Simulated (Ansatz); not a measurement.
Cost and result by functional for the surface energy of the (331) surface of bcc Ta in its 1x1 cell, outermost plane spacing 0.38 Å in the ideal cut, in Ansatz (plane waves, PAW). Single points on the PBE structure, on one kind of machine; costs are rough ratios of the slab run's core time (references not counted) to the cheapest single point. r2SCAN's cost holds its higher cutoff (500 against 420 eV). Differences are taken against r2SCAN for comparison alone: no measured value is at hand, so the table doesn't rank accuracy.

Model: 28-atom slab, 10.3 Å thick at the start (thin: gaps and levels are the slab's own), 8x4x1 mesh, Fermi-Dirac 0.1 eV, dipole correction, all atoms relaxed; no symmetry held; no spin, no spin-orbit, no U. These notes are the PBE run's.

| functional | relative cost | surface energy (J/m²) | less r2SCAN (J/m²) |
|---|---|---|---|
| LDA | 1 | 2.88 | 0.08 |
| PBEsol | 1 | 2.83 | 0.03 |
| RPBE | 1 | 2.44 | -0.36 |
| r2SCAN | 2 | 2.80 | 0.00 |
| PBE (the relaxed run's value) | – | 2.59 | -0.21 |

The values span 0.44 J/m², while the single points' costs differ by a factor of roughly 2. Differences are of unrounded values.

Ansatz is an electronic-structure program.
